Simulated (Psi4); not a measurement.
Psi4 1.11, HF/def2-svp: Ti(NH2)3(Me) ([CH3][Ti]([NH2])([NH2])[NH2]), 14 atoms. The geometry is a generated start, not checked to be a minimum at this level.

```python
memory 32 GB

molecule mol {
0 1
Ti     0.19520000     0.21590000     0.02390000
N      1.45690000    -0.19940000    -1.28660000
H      2.07450000    -1.01260000    -1.27530000
H      1.84490000     0.47940000    -1.94460000
N      0.78810000     0.03600000     1.77990000
H      0.84260000    -0.85950000     2.26960000
H      1.20270000     0.75250000     2.37630000
N     -0.64740000     1.84380000    -0.30070000
H     -1.11340000     2.43830000     0.38650000
H     -0.78750000     2.25090000    -1.22710000
C     -1.26090000    -1.27070000    -0.17430000
H     -0.79990000    -2.21330000    -0.50560000
H     -2.03260000    -1.00110000    -0.90740000
H     -1.76310000    -1.46020000     0.78550000
symmetry c1
}

set {
  basis def2-svp
  maxiter 100
  guess sadno
}

energy('scf')
print_variables()
```

```bash
OMP_NUM_THREADS=16 psi4 -n 16 -o stdout input.dat
```

The program reports basis functions: 132.

Hardware: Intel Xeon 6 (Granite Rapids), 96 cores on 1 socket, 2 hardware threads a core, 3 L3 cache groups, 3 NUMA nodes.

On 16 threads this takes 2.1 s. Times are wall-clock medians of two to five runs, from launch to exit, with nothing else on the machine. Unless noted, each process is bound to its own block of adjacent cores. The times hold for this build (conda-forge: OpenMP (LLVM), MKL, Libint2). Scratch files lie in a memory file system.

Problem. What should be changed to get the same answer (within 1.0 meV/atom in energy) sooner? Keep to 16 cores.

Solution. This is not unique; one that fits is going from guess = sadno to guess = gwh, one of the fastest among the values tried that keep the result.

```diff
-  guess sadno
+  guess gwh
```

Time: 2.1 s to 1.3 s (1.6× as fast). The largest move is in initial guess: 0.69 s to 0.0020 s. These two results differ by: energy under 0.001 meV/atom. Others tried: guess = core (1.3 s); guess = sapgau (1.4 s); guess = sap (1.5 s); guess = huckel (2.1 s); guess = modhuckel (2.1 s); guess = auto, which took SAD (default) (2.1 s). Launch, exit and the like take 0.92 s of the 1.3 s. 1 further setting of this study gave no repeated timing (cut by our limit, run once, or disturbed).
